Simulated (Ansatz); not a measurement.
Consider Pd in the fcc (Cu type) structure (space group Fm-3m, No. 225).

Pd is modelled in the cubic space group Fm-3m (No. 225), the fcc (Cu type) structure, Pearson symbol cF4. Cell: a = 3.9426 Å, b = 3.9426 Å, c = 3.9426 Å, α = 90.00°, β = 90.00°, γ = 90.00°. Pd on 4a is surrounded by 12 Pd at 2.788 Å (cuboctahedral). (Neighbours: up to the widest gap in distance over summed covalent radii, below 1.35, at either atom.)
(The calculation used a cell of 1 atom; values per cell refer to that cell.)

Levels (all Ansatz, a first-principles code, PAW, earlier PAW set): PBE (420 eV, without spin-orbit coupling); r2SCAN (500 eV, spin-orbit coupling left out).

The geometry is relaxed with PBE.

```
Quantity        Value
------------  -------
PBE pressure  0.0 GPa
```

**Question.** How does going to r2SCAN change the pressure?

**Answer.** The pressure goes from zero to -4.1 GPa.

Single points use the geometry relaxed with PBE. Their cutoffs differ, which shifts pressures a little. Whether these cells are dynamically stable was not tested. All final runs are without spin polarisation. Pd has a high density of states at the Fermi level and may be magnetic at this level.
